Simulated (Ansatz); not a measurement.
## CrAgO2: strain tensor (xx, yy, zz, yz, xz, xy) = (−0.04, +1.90, −0.93, −0.31, −1.32, +0.83) %

Base system: CrAgO2 (space group R-3m, No. 166; a = 2.966 Å, c = 18.455 Å (hexagonal axes); ferromagnetic; a model cell). Axes: x lies along a and z along c of the hexagonal cell.

Perturbation: strain tensor (xx, yy, zz, yz, xz, xy) = (−0.04, +1.90, −0.93, −0.31, −1.32, +0.83) %, atoms relaxed at fixed cell.

All numbers come from PBEsol, PAW, 420 eV (Ansatz, a program for electronic structure; no SOC). k-mesh 13×13×13 (Γ-centred); smearing 0.05 eV (Fermi–Dirac).

The volume per atom rises by 0.10 Å³ to 11.82 Å³ and the space group changes from R-3m (No. 166) to P-1 (No. 2). The energy grows by 4.3 meV/atom and the pressure (mean of the normal stresses, compression positive) goes from zero to -0.9 GPa. The band gap rises by 0.18 eV (0.28 eV → 0.46 eV) and the gap character is indirect, k = (0.385, 0, -0.385) in the run's primitive reciprocal basis → Γ. The smallest direct gap goes up by 0.07 eV to 0.83 eV and the magnetic state is still ferromagnetic. The largest site moment is nearly the same (2.35 μB against 2.36 μB) and the largest internal atomic displacement is 0.031 Å. The stress (xx, yy, zz, yz, xz, xy; compression positive) is (-0.4, -3.6, 1.4, 0.1, 0.5, -1.4) GPa.

Final structure:

```yaml
crystal:
  lattice:
    - [1.40838, 0.86571, 6.07236]
    - [-1.55666, 0.84124, 6.11152]
    - [-0.09533, -1.76417, 6.09990]
  atoms:
    - { symbol: Ag, position: [0.00000, 0.00000, 0.00000] }
    - { symbol: Cr, position: [0.50000, 0.50000, 0.50000] }
    - { symbol: O, position: [0.10376, 0.12445, 0.11288] }
    - { symbol: O, position: [0.89624, 0.87555, 0.88712] }
```

Cost of the whole job for the changed cell (relaxation, final SCF and bands): roughly 8 core-minutes.

No phonon test of stability was made. No Hubbard U is applied and the magnetic state is the run's own (CrAgO2 ferromagnetic); other magnetic orders, which need larger cells, were not tried and can change the gap. Where the two band edges lie in opposite spin channels, the gap is a spin-flip gap. The zero or small gap of CrAgO2 can change with the level of theory. k-point labels follow each cell's own Brillouin zone.
